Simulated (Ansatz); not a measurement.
Consider TiB$_{2}$ (space group P6/mmm, No. 191; a = 3.0324 Å, c = 3.2238 Å; relaxed with 0.1 eV smearing). Axes: x lies along a and z along c of the hexagonal cell.

The values are results of Ansatz (a first-principles code) PBE, no spin-orbit coupling, not measurements.

Strains are applied to the cell and any free atomic positions relax; under biaxial strain the out-of-plane vector relaxes too.

One change was made to it. Results:

```json
[
 {"quantity": "pressure (mean of the normal stresses, compression positive)", "base": "0.0 GPa", "after": "12.3 GPa"},
 {"quantity": "volume per atom", "base": "8.56 Å³", "after": "8.23 Å³"}
]
```

Question: What was done to the base?
A) biaxial strain −2.50 %, plane normal [001], relaxed out of plane
B) biaxial strain +2.00 %, plane normal [001], relaxed out of plane
C) biaxial strain −0.50 %, plane normal [001], relaxed out of plane

Answer: A, biaxial strain −2.50 %, plane normal [001], relaxed out of plane. For comparison, the pressure in the other runs: biaxial strain −0.50 %, plane normal [001], relaxed out of plane gives 2.3 GPa; biaxial strain +2.00 %, plane normal [001], relaxed out of plane gives -8.3 GPa.

No phonon test of stability was made. All final runs are without spin polarisation.
